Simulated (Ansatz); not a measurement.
The starting structures come from a database of crystals and need not be the phases stable at ambient conditions.

Given:

```yaml
crystal:
  lattice:
    - [7.75987, 0.00000, 0.00000]
    - [0.00000, 8.21733, 0.00000]
    - [1.52670, 4.10867, 3.18753]
  atoms:
    - { symbol: Zn, position: [0.00000, 0.50000, 0.50000] }
    - { symbol: Zn, position: [0.50000, 0.00000, 0.50000] }
    - { symbol: H, position: [0.79591, 0.96790, 0.16744] }
    - { symbol: H, position: [0.20409, 0.03210, 0.83256] }
    - { symbol: H, position: [0.70409, 0.13534, 0.83256] }
    - { symbol: H, position: [0.29591, 0.86466, 0.16744] }
    - { symbol: Se, position: [0.25000, 0.41268, 0.00000] }
    - { symbol: Se, position: [0.75000, 0.58732, 0.00000] }
    - { symbol: O, position: [0.42088, 0.28345, 0.02704] }
    - { symbol: O, position: [0.57912, 0.71655, 0.97296] }
    - { symbol: O, position: [0.07912, 0.31049, 0.97296] }
    - { symbol: O, position: [0.92088, 0.68951, 0.02704] }
    - { symbol: O, position: [0.15496, 0.31282, 0.43406] }
    - { symbol: O, position: [0.84504, 0.68718, 0.56594] }
    - { symbol: O, position: [0.34504, 0.74688, 0.56594] }
    - { symbol: O, position: [0.65496, 0.25312, 0.43406] }
    - { symbol: O, position: [0.25000, 0.87673, 0.00000] }
    - { symbol: O, position: [0.75000, 0.12327, 0.00000] }
```

Space group of this cell: C2/c. The cell is taken as given; by r2SCAN its mean pressure is -6.7 GPa.

Transport runs along the normal of the first two printed cell vectors.

No gap correction and no spin-orbit coupling; mid-gap values are interpolated between computed energies.

Compute, with r2SCAN (Ansatz, an electronic-structure program), the band gap and the smallest decay constant κ at mid-gap.

Gap 3.31 eV on a 6×10×10 mesh; κ = 0.355 1/Å, at the zone centre.
